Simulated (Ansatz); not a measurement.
The parent structure is ZnCu₂SnS₄ (space group I-4, No. 82; a = 5.317 Å, c = 10.643 Å). Axes: x, y, z lie along a, b, c of the conventional cell.

Structures relaxed with LDA (Ansatz, an electronic-structure program), without spin-orbit coupling.

Base:

Simulated powder pattern, Co Kα, λ = 1.79026 Å (kinematic, ideal powder, no thermal factors, no anomalous dispersion; the 8 strongest lines at most, above 2 %, up to 2θ = 90°):

| 2θ (°) | I/Imax (%) | hkl |
|---|---|---|
| 33.89 | 100 | (112) |
| 39.32 | 5.2 | (004) |
| 39.35 | 11 | (200) |
| 56.84 | 37 | (204) |
| 56.87 | 18 | (220) |
| 67.83 | 13 | (116) |
| 67.87 | 26 | (132) |
| 84.65 | 5.8 | (400) |

One thing is altered: uniaxial strain ε_zz = −2.25 %, all other strain components held at zero; the atoms relax in the strained cell.

**Question.** Predict the new powder pattern.

**Answer.** 
Simulated powder pattern, Co Kα, λ = 1.79026 Å (kinematic, ideal powder, no thermal factors, no anomalous dispersion; the 8 strongest lines at most, above 2 %, up to 2θ = 90°):

| 2θ (°) | I/Imax (%) | hkl |
|---|---|---|
| 34.16 | 100 | (112) |
| 39.35 | 11 | (200) |
| 40.26 | 5.0 | (004) |
| 56.87 | 19 | (220) |
| 57.56 | 36 | (204) |
| 68.04 | 26 | (132) |
| 69.29 | 12 | (116) |
| 84.65 | 5.9 | (400) |

The indices refer to the base's conventional cell; one index is shown for lines that coincide.

Whether these cells are dynamically stable was not tested. The final runs are not spin-polarised.
